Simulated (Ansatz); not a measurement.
## A computed series for Ge2Sb2Te5: pressure series

The parent structure is Ge2Sb2Te5 (space group P-3m1, No. 164; a = 4.294 Å, c = 17.636 Å).

Cell and atoms are relaxed at each pressure.

Levels (all Ansatz, a quantum-chemistry and plane-wave program, PAW, earlier PAW set): PBE (420 eV, scalar-relativistic without spin-orbit coupling); PBEsol (420 eV, without spin-orbit coupling).

The base cell above is that of PBE; each level relaxes its own structures.

```tsv
case	shortest interatomic distance, PBE	shortest interatomic distance, PBEsol
pressure 0.9 GPa	2.983 Å	2.933 Å
pressure 2.1 GPa	2.961 Å	…
pressure 4.5 GPa	2.922 Å	…
pressure 9 GPa	2.861 Å	2.820 Å
pressure 15 GPa	2.795 Å	2.758 Å
pressure 22.5 GPa	2.724 Å	…
```

### Question
Some entries are withheld; estimate them.

### Answer

- pressure 2.1 GPa, shortest interatomic distance, PBEsol: 2.913 Å
- pressure 4.5 GPa, shortest interatomic distance, PBEsol: 2.878 Å
- pressure 22.5 GPa, shortest interatomic distance, PBEsol: 2.696 Å

PBE lies above PBEsol in every row, by 0.028 Å to 0.051 Å. They put the cases in the same order.

A case with no gap was solved on a k-mesh chosen for an insulator, which is coarse for it. Load acts through the strain it causes; cell and atoms are relaxed under it. Whether these cells are dynamically stable was not tested. Competing high-pressure phases were not computed. All final runs are without spin polarisation.
